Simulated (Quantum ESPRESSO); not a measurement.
Worked example: self-consistent single point of CsYbBr3 (P1, 5 atoms in the cell) in Quantum ESPRESSO.

Computed with PBEsol, SSSP 1.1.2 efficiency (PBE) pseudopotentials (plane waves; Quantum ESPRESSO 7.5).

The change in words: lattice scaled by 0.98. Reference geometry:
```
CsYbBr3
1.0
    5.73731     0.00000     0.00000
    0.00000     5.73731     0.00000
    0.00000     0.00000     5.73731
Cs Yb Br
1 1 3
Direct
  0.00040   0.00139   0.99988
  0.50055   0.49963   0.49546
  0.99992   0.50010   0.50314
  0.50120   0.00080   0.50260
  0.49792   0.49808   0.99891
```

Reference input (self-consistent single point, DFT, PBEsol, plane waves, SSSP 1.1.2 efficiency (PBE) pseudopotentials): ecutwfc = 50 Ry; ecutrho = 400 Ry; occupations = smearing; smearing = fd; degauss = 0.00147 Ry; input_dft = pbesol; potentials = {Cs: Cs_pbe_v1.uspp.F.UPF, Yb: Yb.GGA-PBE-paw-v1.0.UPF, Br: br_pbe_v1.4.uspp.F.UPF}; K_POINTS = automatic 3 3 3 0 0 0; conv_thr = 1e-11 Ry. This run's input differs from it in these lines:

```diff
@@ -27,5 +27,5 @@
 CELL_PARAMETERS angstrom
-   5.7373100000     0.0000000000     0.0000000000
-   0.0000000000     5.7373100000     0.0000000000
-   0.0000000000     0.0000000000     5.7373100000
+   5.6225640000     0.0000000000     0.0000000000
+   0.0000000000     5.6225640000     0.0000000000
+   0.0000000000     0.0000000000     5.6225640000
 ATOMIC_POSITIONS crystal
```

Log, with long lists cut:

```
     Self-consistent Calculation

     iteration #  1     ecut=    50.00 Ry     beta= 0.70

     Threshold (ethr) on eigenvalues was too large:
     Diagonalizing with lowered threshold

     total energy              =   -1205.17724171 Ry
     estimated scf accuracy    <       0.36343212 Ry

     iteration #  2     ecut=    50.00 Ry     beta= 0.70

     total energy              =   -1199.39613666 Ry
     estimated scf accuracy    <     125.40881857 Ry

     iteration #  3     ecut=    50.00 Ry     beta= 0.70

     total energy              =   -1205.63504305 Ry
     estimated scf accuracy    <       0.19526539 Ry

   [... 36 blocks of this kind left out ...]

     iteration # 40     ecut=    50.00 Ry     beta= 0.70

     total energy              =   -1205.56213623 Ry
     estimated scf accuracy    <          2.4E-11 Ry

     iteration # 41     ecut=    50.00 Ry     beta= 0.70
     End of self-consistent calculation

     the Fermi energy is     7.6291 ev

!    total energy              =   -1205.56213623 Ry
     estimated scf accuracy    <          2.3E-12 Ry
     smearing contrib. (-TS)   =      -0.00000046 Ry
     internal energy E=F+TS    =   -1205.56213578 Ry

     convergence has been achieved in  41 iterations

     Forces acting on atoms (cartesian axes, Ry/au):

     atom    1 type  1   force =    -0.00001481   -0.00009473   -0.00014776
     atom    2 type  2   force =    -0.00049491    0.00126735    0.00257384
     atom    3 type  3   force =     0.00051622    0.00019178   -0.00018644
     atom    4 type  3   force =    -0.00009588   -0.00167012   -0.00015566
     atom    5 type  3   force =     0.00008937    0.00030573   -0.00208398

     Total force =     0.004014     Total SCF correction =     0.000000

          total   stress  (Ry/bohr**3)                   (kbar)     P=        0.52
   0.00000309   0.00000002   0.00000011            0.45        0.00        0.02
   0.00000002   0.00000322  -0.00000002            0.00        0.47       -0.00
   0.00000011  -0.00000002   0.00000421            0.02       -0.00        0.62

   JOB DONE.
```

The run converged in 41 iterations. Against the reference run the free energy drops by 8.1 meV/atom, the pressure goes from -1.23 to 0.05 GPa, the largest force goes from 0.059 to 0.075 eV/Å and the gap on the mesh goes from 0.228 to 0.388 eV.

The starting cell comes from a database of computed structures (which also holds hypothetical and non-ambient phases and stackings), without a prior relaxation at this level. Its atoms were displaced at random from the sites of space group no. 221. For this run, on top of that: lattice scaled by 0.98. Spin-orbit coupling is off. The f electrons are in the valence without U or exact exchange, which can misplace them near the Fermi level. Spin-orbit terms, which matter for f shells, are left out.

Cost on one core of a shared machine: roughly 8 min.
